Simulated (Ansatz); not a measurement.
The parent structure is GaN in the rock salt structure (space group Fm-3m, No. 225; a model cell).

```yaml
crystal:
  lattice:
    - [0.00000, 2.10974, 2.10974]
    - [2.10974, 0.00000, 2.10974]
    - [2.10974, 2.10974, 0.00000]
  atoms:
    - { symbol: Ga, position: [0.50000, 0.50000, 0.50000] }
    - { symbol: N, position: [0.00000, 0.00000, 0.00000] }
```

Computed with PBEsol in Ansatz (plane waves to 420 eV, PAW, no spin-orbit coupling).

Before the change:

The gap character is indirect, K–Γ (52 % along) → X and the gap between the host's bands is 0.54 eV.

Now apply this change: 0.0939 electrons added to each cell, a density of 5.0×10^21 cm⁻³, with a uniform compensating background at fixed cell and a 300 K Fermi–Dirac width.

Task: What does the calculation give for the Fermi level from band edge, gap character and gap between the host's bands after the change?

Result: The Fermi level relative to the doped band's edge (positive inside the band; to 0.05 eV) is +1.60 eV; the gap character is still indirect, K–Γ (52 % along) → X; the gap between the host's bands hardly moves (0.54 eV against 0.55 eV).

Carriers are added with a uniform compensating background; total energy and stress of such cells depend on the potential's zero and are not compared; many-body gap narrowing is missing at this level. Stability against distortions was not tested. The base started in Pnma and relaxed to Fm-3m at this level. This is not the structure that GaN has at room temperature and ambient pressure.

Ansatz is a first-principles code.
